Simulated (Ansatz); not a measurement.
# A computed series for hypothetical anti-CdI2 type W2N: pressure series

The parent structure is W2N in the anti-CdI2 type structure (space group P-3m1, No. 164; a = 2.8219 Å, c = 5.3747 Å; a hypothetical phase, not in the database extracts checked).

Cell and atoms are relaxed at each pressure.

Calculations: DFT with PBE, PAW potentials and a 420 eV plane-wave cutoff in Ansatz (a first-principles code), without spin-orbit coupling.

Notes on the quantities. enthalpy: H = E + PV relative to the base's energy.

| case | enthalpy | shortest interatomic distance |
|---|---|---|
| base | – | 2.178 Å |
| pressure −2 GPa | -0.15 eV/atom | (withheld) |
| pressure −1 GPa | -0.08 eV/atom | 2.180 Å |
| pressure 0.3 GPa | +0.02 eV/atom | 2.178 Å |
| pressure 0.7 GPa | +0.05 eV/atom | 2.177 Å |
| pressure 1.5 GPa | +0.12 eV/atom | 2.176 Å |
| pressure 3 GPa | +0.23 eV/atom | 2.173 Å |
| pressure 5 GPa | +0.38 eV/atom | 2.169 Å |
| pressure 7.5 GPa | +0.57 eV/atom | 2.165 Å |
| pressure 10 GPa | +0.76 eV/atom | (withheld) |

Task: What belongs in the blanks?

Result: 
- pressure −2 GPa, shortest interatomic distance: 2.182 Å
- pressure 10 GPa, shortest interatomic distance: 2.160 Å

Load acts through the strain it causes; cell and atoms are relaxed under it. No phonon test of stability was made. Competing high-pressure phases were not computed. All final runs are without spin polarisation. An odd electron count without spin: W2N.
